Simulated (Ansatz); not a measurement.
Base system: BeTe in the rock salt structure (space group Fm-3m, No. 225; a = 5.3019 Å; a hypothetical phase, not in the database extracts checked). Axes: x, y, z lie along the cube axes.

Level of theory: plane-wave PAW DFT at the PBEsol level (Ansatz, an electronic-structure program, 420 eV), spin-orbit coupling left out.

Before the change:

The volume per atom is 18.63 Å³ and the band gap is zero.

Now apply this change: biaxial strain +0.63 %, plane normal [111], relaxed out of plane (Cartesian); in-plane vectors clamped, the third vector and the atoms free.

Q: How does this affect the volume per atom?

A: The volume per atom grows by 0.16 Å³ to 18.79 Å³.

Q: What happens to the band gap?

A: The band gap is still zero.

No phonon test of stability was made. The final runs are not spin-polarised.
